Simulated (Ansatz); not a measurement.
The starting structures come from a database of crystals and need not be the phases stable at ambient conditions.

Here is the system:

```yaml
crystal:
  lattice:
    - [5.17526, 0.00000, 0.00000]
    - [0.00000, 5.17526, 0.00000]
    - [0.00000, 0.00000, 5.17526]
  atoms:
    - { symbol: Sn, position: [0.00000, 0.50000, 0.50000] }
    - { symbol: Sn, position: [0.50000, 0.50000, 0.00000] }
    - { symbol: Sn, position: [0.50000, 0.00000, 0.50000] }
    - { symbol: Sn, position: [0.00000, 0.00000, 0.00000] }
    - { symbol: O, position: [0.66110, 0.83890, 0.83890] }
    - { symbol: O, position: [0.33890, 0.16110, 0.16110] }
    - { symbol: O, position: [0.83890, 0.16110, 0.33890] }
    - { symbol: O, position: [0.16110, 0.83890, 0.66110] }
    - { symbol: O, position: [0.16110, 0.66110, 0.16110] }
    - { symbol: O, position: [0.83890, 0.33890, 0.83890] }
    - { symbol: O, position: [0.33890, 0.33890, 0.66110] }
    - { symbol: O, position: [0.66110, 0.66110, 0.33890] }
```

Space group of this cell: Pa-3. The cell is taken as given; by r2SCAN its mean pressure is -9.0 GPa.

The current runs along the normal of the first two printed vectors, the (001) plane. All runs by Ansatz (a first-principles code), plane waves and PAW, without spin-orbit coupling; the base is r2SCAN.

| run | mean pressure (GPa) | gap (eV) | mid-gap κ (1/Å) |
|---|---|---|---|
| base | -9.0 | 1.12 | 0.115 |
| all lengths scaled by 0.98 | 4.2 | 1.80 | 0.163 |
| all lengths scaled by 1.02 | -18.6 | (withheld) | (withheld) |
| lda in place of r2scan | -12.5 | (withheld) | (withheld) |
| lengths across the current scaled by 0.98, ions clamped | -0.6 | (withheld) | (withheld) |
| lengths across the current scaled by 1.02, ions clamped | -15.7 | 0.70 | 0.078 |
| lengths along the current scaled by 0.97, ions clamped | -2.7 | 1.41 | 0.131 |
| lengths along the current scaled by 1.03, ions clamped | -14.1 | 0.77 | 0.098 |
| pbesol in place of r2scan | -7.2 | 0.50 | 0.066 |

**Question.** What belongs in the gaps?

**Answer.** 
- all lengths scaled by 1.02, gap (eV): 0.54
- all lengths scaled by 1.02, mid-gap κ (1/Å): 0.068
- lda in place of r2scan, gap (eV): 0.47
- lda in place of r2scan, mid-gap κ (1/Å): 0.063
- lengths across the current scaled by 0.98, ions clamped, gap (eV): 1.54
- lengths across the current scaled by 0.98, ions clamped, mid-gap κ (1/Å): 0.152
